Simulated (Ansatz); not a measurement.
# What strain tensor (xx, yy, zz, yz, xz, xy) = (+0.86, +0.86, −0.52, −1.37, −0.05, +0.47) % does to InPt3

Take InPt3 in the Cu3Au type structure (space group Pm-3m, No. 221; a = 3.9939 Å; relaxed with 0.1 eV smearing) as the base. Axes: x, y, z lie along the cube axes.

Perturbation: strain tensor (xx, yy, zz, yz, xz, xy) = (+0.86, +0.86, −0.52, −1.37, −0.05, +0.47) %; the atoms relax in the strained cell.

Level of theory: PBEsol/PAW in Ansatz (a first-principles code), no SOC. k-mesh 15×15×15 (Γ-centred); smearing 0.1 eV (Fermi–Dirac).

- Space group: P-1 (No. 2) (base Pm-3m (No. 221))
- Shortest interatomic distance: 279.0 pm (base 282.4 pm)
- Energy relative to the base (free energy F): +6.1 meV/atom
- Pressure (mean of the normal stresses, compression positive): -2.4 GPa (base 0.0 GPa)
- Band gap: zero (base zero)
- Stress (xx, yy, zz, yz, xz, xy; compression positive): (-3.0, -2.7, -1.4, 2.6, 0.1, -0.8) GPa

Final structure:

```xyz
4
Lattice="4.0282 0.0186 -0.0020 0.0186 4.0282 -0.0547 -0.0020 -0.0547 3.9731" Properties=species:S:1:pos:R:3 pbc="T T T"
In     0.0000     0.0000     0.0000
Pt     0.0083     1.9868     1.9592
Pt     2.0131    -0.0181     1.9856
Pt     2.0234     2.0234    -0.0284
```

Whether these cells are dynamically stable was not tested. All final runs are without spin polarisation.
